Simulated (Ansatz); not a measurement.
# Ta in the bcc (W type) structure (space group Im-3m, No. 229)

```
CELL_PARAMETERS angstrom
     -1.65979     1.65979     1.65979
      1.65979    -1.65979     1.65979
      1.65979     1.65979    -1.65979
ATOMIC_POSITIONS crystal
  Ta 0.00000 0.00000 0.00000
```

Computed with Ansatz (a program for electronic structure), PBE, PAW, cutoff 420 eV, scalar-relativistic without spin-orbit coupling. Settings: 20×20×20 k-points, 0.05 eV Fermi–Dirac smearing.

| Quantity | Result |
|---|---|
| Volume per atom | 18.29 Å³ |
| Density | 16.43 g/cm³ |
| Band gap | zero |
| Total energy | -9932.251 eV/atom (σ→0; compares only within this code and set-up) |

No phonon test of stability was made. The final runs are not spin-polarised.
